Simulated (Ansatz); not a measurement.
Defect: interstitial O in wurtzite GaN, charge state -2. The step: O moves alone to another site; the atom moves 3.22 Å along (1.00, 1.00, 0.00) of the unit cell; the moving atom starts with neighbours 3 Ga at 1.90; N at 2.38, 2 N at 2.39 Å and ends with 3 Ga at 1.90; 2 N at 2.39, N at 2.39 Å. DFT values are from Ansatz (plane-wave PAW, 420 eV unless said) in a cell of 72 host sites, spin-restricted, static, with no finite-size correction. The charge state is imposed; whether it is stable for some Fermi level was not computed. Sites that were not tried may lie lower. For the PBE band: the check of the saddle point's order was inconclusive.

```csv
Level,Forward barrier (eV),Cost of the band or of the saddle's single point
"CHGNet universal potential (has no charge state), its own band",1.00,-
"PBE, one k-point at (0.125, 0.250, 0.250), band relaxed",2.13,very roughly 70 core-minutes
"PBE, a 2×2×2 k-point mesh shifted by half a step along c, same geometries",2.13,very roughly 2.4 core-minutes
"r2SCAN at 500 eV, one k-point at (0.125, 0.250, 0.250), same geometries",___,very roughly 80 core-seconds
```

### Question
Fill in the missing entries.

### Answer

- r2SCAN at 500 eV, one k-point at (0.125, 0.250, 0.250), same geometries, Forward barrier (eV): 2.20

Ansatz is a first-principles code.
